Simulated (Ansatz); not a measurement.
**metastable polar orthorhombic HfO2: the defect V_O+Gd_Hf+Gd_Hf**

Computed with PBE, PAW (plane waves to 420 eV; Ansatz, a first-principles code). A supercell of 96 sites (2×2×2 repeats of a cell of 12 atoms) was used; the energies come from a 2×2×2 shifted sampling of its zone. Sites at the start: the O(1) site; Hf 2.04 Å away; Hf 2.15 Å away. Energies of charged states are corrected for periodic images (point charge plus alignment at distant sites). Dielectric constants: PBE linear response of the host. Host gap at this level: 4.36 eV. These values are not converged in cell size to better than tenths of an eV. Levels are measured in PBE's own, too narrow, gap. Spin–orbit coupling is left out, which matters for these heavy elements, and no Hubbard U is applied to the open shells. Each state is the lowest found from its start.

The name describes the start; the neighbours show where the atoms ended.

Charges with a result: +1, 0, −1. Others weren't obtained, and one of them could lie lower, also by skipping a charge.

```csv
charge,moment (μB),point group,largest move off a lattice site (Å),neighbours of the last Gd atom of the defect at the end (Å),image correction with alignment (eV)
+1†,13.0,–,0.34,"O 2.21, O 2.27, O 2.27, O 2.28, O 2.31, O 2.37, O 2.87",-0.05
0,14.0,C1,0.33,"O 2.22, O 2.27, O 2.27, O 2.28, O 2.31, O 2.37, O 2.89",0.00
−1,13.0,C1,0.22,"O 2.25, O 2.29, O 2.29, O 2.34, O 2.35, O 2.37, O 3.02",0.18
```

† Not settled in this cell, so no level is given: charge +1: carriers not clearly localised, level within 0.1 eV of a band edge or past it.

Point groups are those of the whole cell at tolerances of 0.03 and 0.1 Å ("near" where only the looser one holds); none is given for unsettled states.

Starting moments that weren't kept: charge +1 began with 7 μB and ended with 13.0; charge 0 began with 6 μB and ended with 14.0; charge −1 began with 7 μB and ended with 13.0.

Transition levels above the valence-band maximum: ε(0/−1) = 3.00 eV. With a charge missing or unsettled, these needn't be thermodynamic levels.

Flagged in the runs: a host whose relaxation on this sampling wasn't shown to rest.

All states together cost around 6 core-hours (rough).
